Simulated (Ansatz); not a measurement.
The starting structures come from a database of crystals and need not be the phases stable at ambient conditions.

 Where the default PAW files enter, the runs use the earlier of Ansatz's two default sets.

Evanescent states of KAuF₄ (I4/mcm, not sure to be the ambient phase, 12 atoms a cell, 17.0 Å³ an atom) along the normal of (101)

All values below come from PBEsol (plane waves, PAW; Ansatz, an electronic-structure program).

The gap is the functional's own. No spin-orbit coupling. Mid-gap values are interpolated on the energy grid.

Energies count from the valence-band top; κ is the least over a 6×6 mesh across the current.

```tsv
E (eV)	κ (1/Å)	where
0.06	0.215	off Γ
0.18	0.355	off Γ
0.30	0.442	off Γ
0.42	0.506	off Γ
0.54	0.556	off Γ
0.66	0.595	off Γ
0.78	0.606	Γ
0.90	0.593	Γ
1.02	0.583	Γ
1.14	0.575	Γ
1.26	0.567	Γ
1.38	0.559	Γ
1.50	0.551	Γ
1.62	0.542	Γ
1.74	0.531	Γ
1.86	0.513	off Γ
1.98	0.469	off Γ
2.10	0.411	off Γ
2.22	0.328	off Γ
2.34	0.161	off Γ
```

How thick must the barrier be to attenuate the transmission by 10^6 when the electrodes' Fermi level lies at 0.66 eV, and what attenuation does that film give at 1.74 eV?

d = 6 ln 10 / (2 × 0.595) = 11.6 Å. At 1.74 eV it gives 6 × 0.531/0.595 = 5.4 decades.
